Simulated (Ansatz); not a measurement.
The reference is PbTe in the rock salt structure (space group Fm-3m, No. 225; a = 6.442 Å).

Structures relaxed with Ansatz (a first-principles code), PBEsol, PAW, cutoff 420 eV, no SOC.

Base:

Simulated powder pattern, Cu Kα1, λ = 1.54056 Å (kinematic, ideal powder, no thermal factors, no anomalous dispersion; the 10 strongest lines at most, above 2 %, up to 2θ = 90°):

```csv
2θ (°),I/Imax (%),hkl
23.91,11,(111)
27.67,100,(200)
39.53,78,(220)
46.73,6.5,(311)
48.94,28,(222)
57.15,13,(400)
62.83,2.9,(331)
64.65,37,(420)
71.72,28,(422)
85.13,9.1,(440)
```

It is then changed as follows: a negative pressure, −2 GPa.

### Question
Where do the lines fall after the change?

### Answer

Simulated powder pattern, Cu Kα1, λ = 1.54056 Å (kinematic, ideal powder, no thermal factors, no anomalous dispersion; the 10 strongest lines at most, above 2 %, up to 2θ = 90°):

```
2θ (°)  d (Å)  I/Imax (%)    hkl
------  -----  ----------  -----
23.50   3.782          11  (111)
27.20   3.275         100  (200)
38.85   2.316          79  (220)
45.91   1.975         6.5  (311)
48.07   1.891          29  (222)
56.11   1.638          14  (400)
63.45   1.465          38  (420)
70.34   1.337          28  (422)
83.39   1.158         9.1  (440)
89.74   1.092          20  (442)
```

The indices refer to the base's conventional cell; one index is shown for lines that coincide.

Load acts through the strain it causes; cell and atoms are relaxed under it. Stability against distortions was not tested.
